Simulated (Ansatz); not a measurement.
The reference is InP in the zinc blende structure (space group F-43m, No. 216; a = 5.8784 Å). Axes: x, y, z lie along the cube axes.

Level of theory: Ansatz (a quantum-chemistry and plane-wave program) PBEsol, spin-orbit coupling left out.

Before the change:

```
Item        Value
--------  -------
Band gap  0.57 eV
```

The change: tensile biaxial strain of 2.00 % in the plane normal to [001], as in epitaxy on a mismatched substrate; the out-of-plane cell vector and the atoms relax.

Task: Predict the new band gap and in-plane stress.

Result: The band gap decreases by 0.22 eV (0.57 eV → 0.35 eV); the mean in-plane stress (compression positive) is -1.7 GPa.

Whether these cells are dynamically stable was not tested.
